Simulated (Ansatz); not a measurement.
The starting structures come from a database of crystals and need not be the phases stable at ambient conditions.

The decay constant κ of evanescent states in the gap governs leakage through a thin film.

Given:

```
CaZn2P2
1.0
    6.95493     0.00000     0.00000
    3.47746     7.10255     0.00000
    3.47746    -0.56753     1.92583
Ca Zn P
1 2 2
Direct
  0.00000   0.00000   0.00000
  0.03339   0.63328   0.63328
  0.96661   0.36672   0.36672
  0.59708   0.73625   0.73625
  0.40292   0.26375   0.26375
```

Space group of this cell: P-3m1. The cell is taken as given.

Transport runs along the normal of the first two printed cell vectors, the (111) plane of the conventional cell.

The gap is the functional's own, uncorrected, and κ follows it; spin-orbit coupling is left out. Mid-gap values are interpolated between the computed energies.

Task: Compute, with Ansatz (a first-principles code) with r2SCAN, the band gap and the smallest decay constant κ at mid-gap.

Result: Gap 1.11 eV on a 16×16×16 mesh; κ = 0.116 1/Å, at the zone centre.
